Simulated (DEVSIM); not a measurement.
abrupt Si n-p junction

Device: abrupt Si n-p junction, at 300 K.

```tsv
layer (left to right)	material	thickness (μm)	Nd (cm⁻³)	Na (cm⁻³)	τn (s)	τp (s)
1	Si	0.960	4.6e16	-	5.7e-6	5.7e-6
2	Si	0.390	-	5.4e14	5.7e-6	5.7e-6
```

Left contact: ohmic. Right contact: ohmic. Voltage is applied to the left contact. Recombination: SRH at mid-gap, Auger. Mobility is constant in doping.

This is a model device: material constants are rounded textbook-type values typed into the input, and sizes, dopings and lifetimes were drawn at random. Values at 300 K.

```csv
parameter,Si
gap (eV),1.124
affinity (eV),4.05
permittivity,11.7
Nc (cm⁻³),2.86e19
Nv (cm⁻³),3.1e19
μn (cm²/Vs),1417
μp (cm²/Vs),470
Cn (cm⁶/s),2.8e-31
Cp (cm⁶/s),9.9e-32
```

Simulated with DEVSIM: 1D drift-diffusion, Boltzmann statistics, complete ionisation; no tunnelling, impact ionisation, image-force lowering or self-heating.

| Item | Result |
|---|---|
| Potential step across the device at zero bias | 0.674 V |
| Largest field in the device at zero bias | 19000 V/cm |
| Dark forward voltage at 1 A/cm² | 0.394 V |
| Dark forward voltage at 100 A/cm² | 0.548 V |

Small-signal capacitance in reverse bias (quasi-static):

```csv
V (V),C (nF/cm²)
0.4,24.2
1,23.1
2,21.7
3,20.5
4,19.4
6,17.7
8,16.4
10,15.4
13,14.1
```

Dark forward current:

| V (V) | J (A/cm²) |
|---|---|
| -0.05 | -3.9e-6 |
| -0.10 | -2.8e-5 |
| -0.15 | -0.00018 |
| -0.20 | -0.0011 |
| -0.25 | -0.0066 |
| -0.30 | -0.039 |
| -0.35 | -0.22 |
| -0.45 | -6.2 |
| -0.50 | -28 |
| -0.55 | -110 |
| -0.60 | -320 |
| -0.65 | -830 |
| -0.70 | -1800 |
| -0.75 | -3400 |
